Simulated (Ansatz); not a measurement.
An Ansatz (an electronic-structure program) input (LDA (Ansatz; PAW; 420 eV plane waves; scalar-relativistic without spin-orbit coupling)):

Ansatz 0.2 input:
```yaml
crystal:
  lattice:
    - [0, 1.8081727085, 1.8081727085]
    - [1.8081727085, 0, 1.8081727085]
    - [1.8081727085, 1.8081727085, 0]
  atoms:
    - { symbol: B, position: [0, 0, 0] }
    - { symbol: N, position: [0.25, 0.25, 0.25] }
basis: { ecutwfc: 420, ecutrho_ratio: 4, xc_grid: 2, fft_grid_basis: typed }
kpoints: { mp_grid: { grid: [16, 16, 16] } }
hamiltonian:
  xc: lda
  dispersion: none
  pseudopotentials: { kind: paw }
scf: { occupations: { method: fermi_dirac, width: 0.05 }, convergence: { dr2_threshold: 0.0000000002 } }
relax: { f_tol: 0.005, max_steps: 50 }
output: { forces: true, stress: true }
checkpoint: { write: state.ck, write_every: 1000 }
```

Which symmetry and how many k-points will the program report, and about how many plane waves at Γ?

Space group F-43m (ITA 216) with 24 operations, k-points 145 of 4096, and 259 plane waves at Γ.

And the final pressure?

-11.37 GPa (compression positive).

The cells carry an imposed strain or load. Whether these cells are dynamically stable was not tested. The cell was made from BN in the zinc blende structure (space group F-43m, No. 216) by this change: isotropic strain +1.00 %.
